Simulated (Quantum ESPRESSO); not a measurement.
# Variants of one calculation on MoTe2 (P6_3/mmc, 6 atoms in the cell)

```
MoTe2
1.0
    1.71934    -2.97799     0.00000
    1.71934     2.97799     0.00000
    0.00000     0.00000    13.63752
Te Mo
4 2
Direct
  0.33333   0.66667   0.87900
  0.66667   0.33333   0.37900
  0.66667   0.33333   0.12100
  0.33333   0.66667   0.62100
  0.33333   0.66667   0.25000
  0.66667   0.33333   0.75000
```

Base run A: Quantum ESPRESSO 7.5 with PBE, PSlibrary PAW (PBE) pseudopotentials, self-consistent single point.

Its settings: ecutwfc = 55 Ry; ecutrho = 330 Ry; occupations = smearing; smearing = fermi-dirac; degauss = 0.00147 Ry; potentials = {Te: Te.pbe-n-kjpaw_psl.1.0.0.UPF, Mo: Mo.pbe-spn-kjpaw_psl.1.0.0.UPF}; K_POINTS = automatic 6 6 2 0 0 0; conv_thr = 1e-11 Ry.

The starting cell has typed, rounded lattice constants, without a prior relaxation at this level. Its lattice was rescaled by a random factor within 2.5 % of one. Spin-orbit coupling is off. In the base run, with a pressure of about 12 GPa the cell is away from its equilibrium volume at this level. In the base run, forces exceed 1 eV/Å.

ΔF is the free energy per atom less that of run A. A dash stands where there is no value to compare (another energy zero or no entropy term, no result, no spin, no clean gap, or a mesh too coarse for one). Absolute energies have different zeros for different potentials, functionals, Hubbard and dispersion terms and are not compared across them.

Run A gave: pressure (GPa) 11.88; largest force (eV/Å) 1.349; gap on the mesh (eV) 0.792; k-points 14; valence electrons 52.

Runs:
- B: K_POINTS: automatic 6 6 2 0 0 0 → automatic 3 3 1 0 0 0
- C: K_POINTS: automatic 6 6 2 0 0 0 → automatic 5 5 2 0 0 0
- D: nosym: default → true
- E: ecutwfc: 55 Ry → 85 Ry; ecutrho: 330 Ry → default; pseudopotentials: {Te: Te.pbe-n-kjpaw_psl.1.0.0.UPF, Mo: Mo.pbe-spn-kjpaw_psl.1.0.0.UPF} → {Te: Te.upf, Mo: Mo.upf}

Task: What does run E change against A?

Result: The pressure goes from 11.88 to 11.65 GPa, the largest force goes from 1.349 to 1.287 eV/Å and the gap on the mesh goes from 0.792 to 0.809 eV.

Task: What does run B change against A?

Result: The free energy drops by 24.8 meV/atom, the pressure goes from 11.88 to 11.44 GPa, the largest force goes from 1.349 to 0.974 eV/Å and the gap on the mesh goes from 0.792 to 1.038 eV.

| run | ΔF (meV/atom) | pressure (GPa) | largest force (eV/Å) | gap on the mesh (eV) | k-points | valence electrons |
|---|---|---|---|---|---|---|
| A | 0.00 | 11.88 | 1.349 | 0.792 | 14 | 52 |
| B | -24.8 | 11.44 | 0.974 | 1.038 | 3 | 52 |
| C | 0.42 | 11.91 | 1.343 | – | 10 | 52 |
| D | 0.00 | 11.88 | 1.349 | 0.792 | 40 | 52 |
| E | – | 11.65 | 1.287 | 0.809 | 14 | 92 |
